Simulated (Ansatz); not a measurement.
We consider Ge (model structure, I-43m, No. 217, 23 atoms in the cell), described by PBEsol+SOC (Ansatz, a first-principles code, PAW).

Settings: plane-wave cutoff 520 eV, 4×4×4 k mesh, Fermi–Dirac smearing 0.01 eV, PAW data made under PBE.

Cell (relaxed with PBEsol):

```xyz
23
Lattice="-5.2395 5.2395 5.2395 5.2395 -5.2395 5.2395 5.2395 5.2395 -5.2395" Properties=species:S:1:pos:R:3 pbc="T T T"
Ge     0.0000     0.0000     0.0000
Ge     1.4189     1.4189     1.4189
Ge     3.8205     3.8205    -3.8205
Ge     3.8205    -3.8205     3.8205
Ge    -3.8205     3.8205     3.8205
Ge     2.6197     5.2395     0.0000
Ge     2.6197     0.0000     5.2395
Ge     0.0000     2.6197     5.2395
Ge     5.2395     2.6197     0.0000
Ge     5.2395     0.0000     2.6197
Ge     0.0000     5.2395     2.6197
Ge     0.8858     0.8858     3.7303
Ge     4.3537     4.3537    -1.5092
Ge    -0.8858     0.8858     6.7486
Ge     0.8858    -0.8858     6.7486
Ge     3.7303     0.8858     0.8858
Ge    -1.5092     4.3537     4.3537
Ge     6.7486    -0.8858     0.8858
Ge     6.7486     0.8858    -0.8858
Ge     0.8858     3.7303     0.8858
Ge     4.3537    -1.5092     4.3537
Ge     0.8858     6.7486    -0.8858
Ge    -0.8858     6.7486     0.8858
```

Predict the band gap, smallest direct gap on the k points sampled and Γ–Γ gap.


- band gap = 0.94 eV (indirect)
- smallest direct gap on the k points sampled = 1.02 eV
- Γ–Γ gap = 1.57 eV

Note: the relaxation could raise the start's symmetry but not lower it, so the cell can be a saddle point.

The computed numbers hold no vibrational or temperature effects.

Cost on a shared machine: around 23 core-minutes (rough).

A model structure was made by putting elements into a prototype or built by hand; it is no filed structure, need not be a known phase, and can be a saddle point held by its symmetry.
